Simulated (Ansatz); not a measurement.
The starting structures come from a database of crystals and need not be the phases stable at ambient conditions.

 Where the default PAW files enter, the runs use the earlier of Ansatz's two default sets.

The decay constant κ of evanescent states in the gap governs leakage through a thin film.

Input:

```
CELL_PARAMETERS angstrom
      5.45127     0.00000     0.00000
      0.00000     5.45127     0.00000
      0.00000     0.00000    10.12636
ATOMIC_POSITIONS crystal
  K  0.50000 0.50000 0.50000
  K  0.50000 0.50000 0.00000
  Bi 0.00000 0.00000 0.25000
  Bi 0.00000 0.00000 0.75000
  F  0.26666 0.73334 0.25000
  F  0.73334 0.73334 0.75000
  F  0.73334 0.26666 0.25000
  F  0.26666 0.26666 0.75000
  F  0.82147 0.79839 0.39136
  F  0.79839 0.17853 0.60864
  F  0.17853 0.20161 0.39136
  F  0.20161 0.82147 0.60864
  F  0.17853 0.79839 0.89136
  F  0.20161 0.17853 0.10864
  F  0.82147 0.20161 0.89136
  F  0.79839 0.82147 0.10864
```

Space group of this cell: P-4c2. The cell is taken as given; by r2SCAN its mean pressure is -4.4 GPa.

Transport runs along the normal of the first two printed cell vectors, the (001) plane of the conventional cell.

The gap is the functional's own, uncorrected, and κ follows it; spin-orbit coupling is left out. Mid-gap values are interpolated between the computed energies.

### Question
Give the band gap and the smallest decay constant κ at mid-gap that r2SCAN run with Ansatz (a program for electronic structure) yields.

### Answer
Gap 3.24 eV on a 6×6×4 mesh; κ = 0.511 1/Å, at the zone centre.
